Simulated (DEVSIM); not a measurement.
Device: Schottky contact on p-type Ge, at 250 K.

Layer 1 from the left is Ge, thickness (μm) 0.640, Na (cm⁻³) 4.4e16, τn (s) 0.00075, τp (s) 0.00075.

Left contact: Schottky, work function 4.194 eV, emission velocity 8.8e6 cm/s. Right contact: ohmic. Voltage is applied to the left contact. Recombination: SRH at mid-gap, radiative. Mobility is μmin + (μ − μmin)/(1 + (N/Nref)^α).

Constants are typed, rounded textbook-type inputs, not results; the design itself was drawn at random and stands for no fabricated device. Values at 300 K; Nc and Nv go as T^1.5, mobilities as T to minus their exponent, the gap by Varshni's rule with the affinity fixed.

Ge: gap (eV) 0.664, affinity (eV) 4, permittivity 16, Nc (cm⁻³) 1.04e19, Nv (cm⁻³) 6e18, μn (cm²/Vs) 3900, μp (cm²/Vs) 1900, μn,min 150, μp,min 100, Nref,n 2.6e17, Nref,p 4e17, αn 0.56, αp 0.6, T exponent of μn 1.66, T exponent of μp 2.33, B (cm³/s) 6.4e-14, Varshni α (eV/K) 0.000477, Varshni β (K) 235.

Question: Estimate by hand the built-in potential, the peak field at zero bias, and compare with a numerical solution.

Answer: 
- Built-in potential: barrier φB = 0.489 eV; Vbi = φB − kT/q ln(N_band/N) = 0.389 V; numerical 0.389 V.
- Peak field at zero bias: depletion approximation: W = √(2εVbi/(qN)) = 0.125 μm with N = 4.40e16 cm⁻³; field = 2Vbi/W = 62200 V/cm; numerical 60200 V/cm (estimate above by 3.2 %).

Simulated with DEVSIM: 1D drift-diffusion, Boltzmann statistics, complete ionisation; no tunnelling, impact ionisation, image-force lowering or self-heating. Metal contacts follow the ideal Schottky-Mott rule: no Fermi-level pinning, no interface dipoles.
